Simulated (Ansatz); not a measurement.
Start from BeBr2 (space group P4_2/mnm, No. 136; a = 6.7365 Å, c = 3.3320 Å; a hypothetical phase, not in the database extracts checked; made of chains).

Level of theory: Ansatz (an electronic-structure program), r2SCAN, PAW, cutoff 500 eV, spin-orbit coupling left out.

Base values:

- Density = 3.71 g/cm³
- Largest site moment = 0.00 μB

It is then changed as follows: Cr takes the place of Be on all its sites; the structure is relaxed again.

Tabulated Pauling electronegativity and covalent radius: Be 1.57, 0.96 Å; Cr 1.66, 1.39 Å.

What does the calculation give for the density and largest site moment after the change?

The density rises by 0.416 g/cm³, from 3.71 g/cm³ to 4.12 g/cm³; the largest site moment goes from zero to 3.57 μB.

Stability against distortions was not tested. For CrBr2 in this form, whether it has been made was not checked. No Hubbard U is applied and the magnetic state is the run's own (CrBr2 ferromagnetic); small cells can't hold the antiferromagnetic order that many such compounds have, so gaps and moments can be off. No dispersion term is included, though the crystal is made of layers, chains or molecules, so its spacings can come out too wide.
